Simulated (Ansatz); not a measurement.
The reference is YN in the rock salt structure (space group Fm-3m, No. 225).

```
YN
1.0
    0.00000     2.44784     2.44784
    2.44784     0.00000     2.44784
    2.44784     2.44784     0.00000
Y N
1 1
Direct
  0.00000   0.00000   0.00000
  0.50000   0.50000   0.50000
```

Cartesian axes are those of the cell as printed.

Computed with r2SCAN (Ansatz, an electronic-structure program, PAW, no spin-orbit coupling).

For the base:

The valley order is X along ⟨100⟩ 0.58 eV. The pressure is 0.00 GPa.

Perturbation: biaxial strain −2.00 %, plane normal [001], relaxed out of plane (Cartesian); in-plane vectors clamped, the third vector and the atoms free.

Problem. Estimate the effect on the out-of-plane strain, valley order and pressure.

Solution. The out-of-plane strain is +1.07 %; the valley order (the lowest conduction-band minima on the path, energy above the VBM, named in the base's zone) goes from X along ⟨100⟩ 0.58 eV to X along [100] 0.46 eV; X along [001] 0.54 eV; the pressure (mean of the normal stresses, compression positive) goes from zero to 5.74 GPa.

The levels and masses belong to the bands next to the band gap. Stability against distortions was not tested.
